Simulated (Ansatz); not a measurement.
Relaxation of the outer planes of the (321) surface of fcc Pd in its 1x1 cell, outermost plane spacing 0.53 Å in the ideal cut.

Computed with PBE (plane waves to 420 eV, PAW; Ansatz, a first-principles code).

Set-up: 20 atoms, 10.0 Å thick at the start (thin: gaps and levels are the slab's own); mesh 8x6x1; 0.1 eV smearing; dipole correction on; all atoms relaxed; held to the start's symmetry, so lower structures may exist; no spin, no spin-orbit, no U.

| plane | atoms | bulk spacing to the next (Å) | relaxed spacing (Å) | change (%) | rumpling (Å) |
|---|---|---|---|---|---|
| 1 | Pd | 0.527 | … | … | 0.00 |
| 2 | Pd | 0.527 | 0.471 | -10.6 | 0.00 |

Q: Fill in the missing entries.

A: 
- 1, relaxed spacing (Å): 0.451
- 1, change (%): -14.4
